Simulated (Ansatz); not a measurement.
A self-consistent single point of LuNi4Sn (R3m, 6 atoms in the cell) with Ansatz (a program for electronic structure).

Level of theory: LDA (PW92), default PAW files made with PBE (plane waves; Ansatz).

```
LuNi4Sn
1.0
    0.00000     3.51295     3.51295
    3.51295     0.00000     3.51295
    3.51295     3.51295     0.00000
Lu Ni Sn
1 4 1
Cartesian
  0.02887   0.02887   0.02887
  4.38971   4.38971   4.38971
  4.38971   2.63619   2.63619
  2.63619   2.63619   4.38971
  2.63619   4.38971   2.63619
  1.75647   1.75647   1.75647
```

Reference input (self-consistent single point, DFT, LDA (PW92), plane waves, default PAW files made with PBE): basis.ecutwfc = 30.9 Ry; kpoints.mp_grid.grid = 8 8 8; hamiltonian.xc = lda; hamiltonian.pseudopotentials = {kind: paw} (the program's default PAW files); scf.occupations.method = gaussian; scf.occupations.width = 0.0073 Ry. This run's input differs from it in these lines:

Ansatz 0.2 input:
```diff
@@ -17,3 +17,3 @@
   mp_grid:
-    grid: [8, 8, 8]
+    grid: [13, 13, 13]
 hamiltonian:
@@ -24,4 +24,4 @@
   occupations:
-    method: gaussian
-    width: 0.0073 Ry
+    method: cold
+    width: 0.0007 Ry
 output:
```

The program printed (abridged):

```
SCF iter   1: F=—  HF=-43468.436380 eV  |F-HF|=—  |Δ(HF+E_count)|=         —  Δρ=2.16e-2  dr2=2.01e-1  ethr=1.77e-3  ⟨swp⟩=5.1  Hψ=64526  notcnv=0  defer=9
all-band conjugate gradients solve this SCF's bands
preconditioner: auto → Kerker (q_TF=auto, 2.843 Å⁻¹)
SCF iter   2: F=—  HF=-43468.403960 eV  |F-HF|=—  |Δ(HF+E_count)|=   3.24e-2  S|Δr|=    0.00e0  Δρ=5.92e-3  dr2=1.31e-2  ethr=1.81e-4  ⟨swp⟩=2.8  Hψ=33175  notcnv=0  defer=1045
   [... lines left out ...]
SCF iter   7: F=—  HF=-43468.401987 eV  |F-HF|=—  |Δ(HF+E_count)|=   4.89e-6  S|Δr|=    0.00e0  Δρ=2.48e-5  dr2=6.71e-7  ethr=1.70e-8  ⟨swp⟩=2.0  Hψ=25341  notcnv=0  defer=1045
SCF iter   8: F=—  HF=-43468.401987 eV  |F-HF|=—  |Δ(HF+E_count)|=   9.36e-9  S|Δr|=    0.00e0  Δρ=9.32e-6  dr2=8.56e-8  ethr=9.01e-11  ⟨swp⟩=12.6  Hψ=104477  notcnv=0
SCF iter   9: F=-43468.401987 eV  HF=-43468.401987 eV  |F-HF|=1.14e-8  |Δ(HF+E_count)|=   4.96e-8  S|Δr|=    0.00e0  Δρ=4.53e-6  dr2=1.34e-8  ethr=7.72e-11  ⟨swp⟩=6.0  Hψ=68784  notcnv=0
SCF 1 converged in 9 iterations: F = -43468.401987 eV  dr2 = 1.34e-8
Stability not checked (fill_not_monotonic)
Free energy (F): -43468.401987 eV
Internal energy: -43468.401942 eV  (E = F + TS)
E sigma→0 (E₀):  -43468.401972 eV
Entropy (-TS):   -0.000045 eV (-0.007 meV/atom)
Fermi energy:    17.008567 eV
--- Forces (eV/Å), atoms counted from 1 ---
  atom   1  Lu    -0.18469882    -0.18469882    -0.18469882
  atom   2  Ni     0.01164642     0.01164642     0.01164642
  atom   3  Ni     0.03805686     0.01302339     0.01302339
  atom   4  Ni     0.01302339     0.01302339     0.03805686
  atom   5  Ni     0.01302339     0.03805686     0.01302339
  atom   6  Sn     0.10895144     0.10895144     0.10895144
--- Stress (GPa, compression-positive) ---
      -12.819775       0.238240       0.238240
        0.238240     -12.819775       0.238240
        0.238240       0.238240     -12.819775
  P = ⅓ Tr σ = -12.8198 GPa (-128.198 kbar)
  The stress holds the Pulay correction. Without it, at fixed plane waves, as pw.x and ABINIT print it: P = -12.9084 GPa
```

The run converged in 9 iterations. Against the reference run the free energy rises by 1.8 meV/atom, the pressure moves little (-12.79 to -12.82 GPa) and the largest force moves little (0.318 to 0.320 eV/Å).

The starting cell comes from a database of computed structures (which also holds hypothetical and non-ambient phases and stackings), without a prior relaxation at this level. Its lattice was rescaled by up to half a per cent. One atom was moved a little off its site on purpose. Spin polarisation is off. With a pressure of about -13 GPa the cell is away from its equilibrium volume at this level. Ansatz's pressure includes its estimate of the finite-basis (Pulay) stress.

Cost on one core of a shared machine: roughly 3 min.
